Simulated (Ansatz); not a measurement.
## Re, alloy series

Base system: Re in the hcp (Mg type) structure (space group P6_3/mmc, No. 194).

```
Re
1.0
    2.75083     0.00000     0.00000
   -1.37541     2.38229     0.00000
    0.00000     0.00000     4.44144
Re
2
Direct
  0.33333   0.66667   0.75000
  0.66667   0.33333   0.25000
```

The other end (x = 1) is Ti in the hcp (Mg type) structure (space group P6_3/mmc, No. 194): 16.73 Å³/atom, gap zero.

Ti replaces a fraction x of Re; each row is one arrangement (x, atoms in the cell, starting space group or random), fully relaxed.

The values are results of PBEsol, PAW, 420 eV (Ansatz, a program for electronic structure; no spin-orbit coupling), not measurements.

Notes on the quantities. mixing energy: to 0.01 eV only: unlike meshes or grids.

```
variant                       mixing energy      density
----------------------------  -------------  -----------
base                                      –  21.25 g/cm³
x(Ti) = 0.375, 8 atoms, Pmm2  -0.30 eV/atom  15.19 g/cm³
x(Ti) = 0.625, 8 atoms, Pmm2            [?]  10.87 g/cm³
x(Ti) = 0.75, 8 atoms, C2     -0.06 eV/atom   8.72 g/cm³
x(Ti) = 0.75, 4 atoms, Imm2   -0.25 eV/atom   8.71 g/cm³
```

Q: Fill in the withheld entries from the trend.

A: 
- x(Ti) = 0.625, 8 atoms, Pmm2, mixing energy: -0.33 eV/atom

These are small ordered cells, not random alloys; other orderings at the same x differ. With Re present, leaving out spin-orbit coupling can change the band edges. Whether these cells are dynamically stable was not tested. All final runs are without spin polarisation. An odd electron count without spin: Ti3Re5, Ti5Re3 and Ti3Re. Under x(Ti) = 0.375, 8 atoms, Pmm2, x(Ti) = 0.625, 8 atoms, Pmm2 and x(Ti) = 0.75, 4 atoms, Imm2 the cell changed shape so far that it is another structure.
